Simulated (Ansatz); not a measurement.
The structure below was relaxed with PBEsol, PAW, 420 eV (Ansatz, an electronic-structure program; no spin-orbit coupling).

Space group F-43m (No. 216); a = 6.235 Å, b = 6.235 Å, c = 6.235 Å, α = 90.00°, β = 90.00°, γ = 90.00°

```json
[
 {"atom": "As", "site": "4d", "symmetry": "-43m", "x": "0.7500", "y": "0.7500", "z": "0.7500"},
 {"atom": "Tl", "site": "4a", "symmetry": "-43m", "x": "0.0000", "y": "0.0000", "z": "0.0000"}
]
```

Task: Write out a cell with all atoms.

Result: 
```xyz
8
Lattice="6.2350 0.0000 0.0000 0.0000 6.2350 0.0000 0.0000 0.0000 6.2350" Properties=species:S:1:pos:R:3 pbc="T T T"
As     1.5588     1.5588     4.6763
Tl     0.0000     0.0000     0.0000
As     1.5588     4.6763     1.5588
Tl     0.0000     3.1175     3.1175
As     4.6763     1.5588     1.5588
Tl     3.1175     0.0000     3.1175
As     4.6763     4.6763     4.6763
Tl     3.1175     3.1175     0.0000
```
This is the conventional cell.

No phonon test of stability was made. All final runs are without spin polarisation. The cell was made from InAs by this change: In → Tl; the result is a model cell, its experimental status unchecked.
